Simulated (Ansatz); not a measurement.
Take Ta$_{3}$Sn in the A15 (Cr3Si type) structure (space group Pm-3n, No. 223) as the base.

```
CELL_PARAMETERS angstrom
      5.26079     0.00000     0.00000
      0.00000     5.26079     0.00000
      0.00000     0.00000     5.26079
ATOMIC_POSITIONS crystal
  Ta 0.25000 0.00000 0.50000
  Ta 0.75000 0.00000 0.50000
  Ta 0.50000 0.75000 0.00000
  Ta 0.50000 0.25000 0.00000
  Ta 0.00000 0.50000 0.75000
  Ta 0.00000 0.50000 0.25000
  Sn 0.00000 0.00000 0.00000
  Sn 0.50000 0.50000 0.50000
```

The values are results of PBEsol (Ansatz, a program for electronic structure, PAW, spin-orbit coupling left out), not measurements.

Before the change:

- Volume per atom: 18.20 Å³

Now apply this change: full substitution Sn → C; the structure is relaxed again.

Tabulated Pauling electronegativity and covalent radius: Sn 1.96, 1.39 Å; C 2.55, 0.76 Å.

### Question
Predict the new volume per atom.

### Answer
The volume per atom shrinks by 3.49 Å³ to 14.71 Å³.

Stability against distortions was not tested. As relaxed here, Ta3C is a hypothetical phase, not in the database extracts checked. The final runs are not spin-polarised.
